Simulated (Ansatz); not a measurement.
System: BSiCN (model structure, started from the AlSiCN type, P3m1, No. 156, 4 atoms in the cell). Method: HSE06 (PAW; Ansatz, an electronic-structure program).

Numerical settings: plane-wave cutoff 460 eV, 12×12×6 k mesh (along the axes of the cell as run), Fermi–Dirac smearing 0.01 eV, scalar-relativistic PAW data made under PBE.

Cell (relaxed with PBEsol):

Space group P3m1 (No. 156); a = b = 2.8615 Å, c = 4.6351 Å, α = β = 90.00°, γ = 120.00°

```tsv
atom	site	symmetry	x	y	z
B	1b	3m.	0.3333	0.6667	0.4914
Si	1c	3m.	0.6667	0.3333	0.0017
C	1b	3m.	0.3333	0.6667	0.1459
N	1c	3m.	0.6667	0.3333	0.6110
```

**Question.** Estimate the band gap and smallest direct gap on the k points sampled that the calculation returns.

**Answer.** 
- band gap: 3.59 eV (on the SCF k mesh) (indirect)
- smallest direct gap on the k points sampled: 4.99 eV

Note: the relaxation could raise the start's symmetry but not lower it, so the cell can be a saddle point; cell and atoms aren't relaxed at this level (largest force component 0.21 eV/Å, pressure -2.0 GPa).

Static lattice: no zero-point or thermal effects.

Cost on a shared machine: about 5 core-minutes (a rough figure).

A model structure was made by putting elements into a prototype or built by hand; it is no filed structure, need not be a known phase, and can be a saddle point held by its symmetry.
